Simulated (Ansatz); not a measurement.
Consider Ca (space group I4/mmm, No. 139; a = 4.419 Å, c = 4.140 Å; a cell from a computed database, its experimental status unchecked).

All numbers come from PBEsol in Ansatz (plane waves to 420 eV, PAW, scalar-relativistic without spin-orbit coupling).

For the base:

| Property | Value |
|---|---|
| Shortest interatomic distance | 3.748 Å |
| Band gap | zero |

One thing is altered: cell and atoms relaxed at a pressure of 5 GPa.

Task: What happens to the shortest interatomic distance?

Result: The shortest interatomic distance decreases by 0.261 Å (3.748 Å → 3.487 Å).

Task: Predict the new band gap.

Result: The band gap is still zero.

Load acts through the strain it causes; cell and atoms are relaxed under it. No phonon test of stability was made. Competing high-pressure phases were not computed. Along this pressure series the structure jumps between pressure 0.7 GPa and pressure 1.5 GPa; cells beyond that are another form of it. This is not the structure that Ca has at room temperature and ambient pressure.

Ansatz is a first-principles code.
